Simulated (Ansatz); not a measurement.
The starting structures come from a database of crystals and need not be the phases stable at ambient conditions.

 Where the default PAW files enter, the runs use the earlier of Ansatz's two default sets.

Tunnelling through a barrier is set by its complex band structure: the current falls as exp(−2κd) with the smallest κ.

Data:

```xyz
12
Lattice="3.9579 0.0000 0.0000 -1.9790 6.7378 0.0000 0.0000 0.0000 5.5762" Properties=species:S:1:pos:R:3 pbc="T T T"
Sr     0.0000     2.0356     1.3682
Sr     1.9790     4.7022     4.1563
Mg     0.0000     5.5927     1.6250
Mg     1.9790     1.1452     4.4131
H      0.0000     4.5005     0.0817
H      1.9790     2.2374     2.8699
H      0.0000     4.0359     2.7417
H      1.9790     2.7019     5.5298
H      0.0000     0.9975     4.5859
H      1.9790     5.7403     1.7978
H      1.9790     0.5202     0.7444
H      0.0000     6.2177     3.5325
```

Space group of this cell: Cmc2_1. The cell is taken as given.

Transport runs along the normal of the first two printed cell vectors.

The gap is the functional's own, uncorrected, and κ follows it; spin-orbit coupling is left out. Mid-gap values are interpolated between the computed energies.

Task: State the band gap and the smallest decay constant κ at mid-gap according to r2SCAN (Ansatz, a program for electronic structure).

Result: Gap 3.22 eV on a 8×8×6 mesh; κ = 0.419 1/Å, at (0.125, 0.500) of the in-plane reciprocal vectors. At the zone centre, at the nearest computed energy, the slowest state has κ = 0.45 1/Å.
